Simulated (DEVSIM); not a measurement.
Device: InP p-i-n diode, at 300 K.

```
layer (left to right)  material  thickness (μm)  Nd (cm⁻³)  Na (cm⁻³)  τn (s)  τp (s)
---------------------  --------  --------------  ---------  ---------  ------  ------
1                           InP           0.160          -     7.8e17  1.4e-8  1.4e-8
2                           InP            5.60     1.7e13          -  1.4e-8  1.4e-8
3                           InP            2.20     2.7e17          -  1.4e-8  1.4e-8
```

Left contact: ohmic. Right contact: ohmic. Voltage is applied to the left contact. Recombination: SRH at mid-gap, radiative, Auger. Mobility is constant in doping.

Constants are typed, rounded textbook-type inputs, not results; the design itself was drawn at random and stands for no fabricated device. Values at 300 K.

```tsv
parameter	InP
gap (eV)	1.344
affinity (eV)	4.38
permittivity	12.5
Nc (cm⁻³)	5.7e17
Nv (cm⁻³)	1.1e19
μn (cm²/Vs)	5200
μp (cm²/Vs)	170
B (cm³/s)	1.2e-10
Cn (cm⁶/s)	9e-31
Cp (cm⁶/s)	9e-31
```

DEVSIM, 1D drift-diffusion, Boltzmann statistics, complete ionisation; no tunnelling, impact ionisation, image-force lowering or self-heating.

Problem. Tabulate band edges, carrier densities and field at 1.0 V on the left contact.

Solution. Energies count from the Fermi level of the right contact; mesh points crowd at the junctions.

```csv
x (μm),Ec (eV),Ev (eV),n (cm⁻³),p (cm⁻³),field (V/cm)
0.000,0.276,-1.068,< 1e2,7.8e17,≈ 0
0.03007,0.276,-1.068,2.0e12,7.8e17,≈ 0
0.08631,0.276,-1.068,5.8e12,7.8e17,≈ 0
0.1366,0.275,-1.069,9.3e12,7.7e17,-490
0.1736,0.209,-1.135,1.4e14,6.0e16,-20000
0.2278,0.156,-1.188,1.1e15,7.7e15,-4700
0.3693,0.133,-1.211,2.6e15,3.1e15,-310
0.8906,0.134,-1.210,2.6e15,2.6e15,44
2.050,0.139,-1.205,2.3e15,2.3e15,39
4.046,0.145,-1.199,1.9e15,1.9e15,24
5.071,0.147,-1.197,1.9e15,1.9e15,13
5.572,0.142,-1.202,2.3e15,1.5e15,-740
5.701,0.113,-1.231,7.2e15,4.9e14,-5400
5.750,0.066,-1.278,4.5e16,8.0e13,-17000
5.792,0.020,-1.324,2.6e17,1.3e13,-680
5.872,0.019,-1.325,2.7e17,1.2e13,≈ 0
6.064,0.019,-1.325,2.7e17,1.1e13,≈ 0
6.559,0.019,-1.325,2.7e17,7.5e12,≈ 0
7.517,0.019,-1.325,2.7e17,2.2e12,≈ 0
7.790,0.019,-1.325,2.7e17,8.5e11,≈ 0
7.904,0.019,-1.325,2.7e17,2.8e11,≈ 0
7.960,0.019,-1.325,2.7e17,< 1e2,≈ 0
```
